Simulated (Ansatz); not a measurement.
Start from HfS2 in the CdI2 type structure (space group P-3m1, No. 164; a = 3.5475 Å, c = 5.5768 Å; layered, stacked along the Cartesian z axis). Axes: x lies along a and z along c of the hexagonal cell.

All numbers come from PBEsol-D3(BJ) (Ansatz, an electronic-structure program; PAW; 420 eV plane waves; spin-orbit coupling left out).

Strains are applied to the cell and any free atomic positions relax.

One change was made to it. Results:

```tsv
quantity	base	after
energy relative to the base (free energy F)	0 meV/atom	+9.3 meV/atom
largest internal atomic displacement	–	0.027 Å
band gap	0.45 eV	0.21 eV
```

Q: What was done to the base?
A) uniaxial strain ε_xx = −3.00 %
B) uniaxial strain ε_xx = −2.50 %
C) uniaxial strain ε_xx = +1.50 %

A: A, uniaxial strain ε_xx = −3.00 %. For comparison, the band gap in the other runs: uniaxial strain ε_xx = −2.50 % gives 0.25 eV; uniaxial strain ε_xx = +1.50 % gives 0.50 eV.

Spin-orbit coupling, missing from the scalar runs, can matter with Hf. Stability against distortions was not tested. A zero or small gap of HfS2 under uniaxial strain ε_xx = −3.00 % and HfS2 under uniaxial strain ε_xx = −2.50 % can be the functional's error rather than a property of the material.
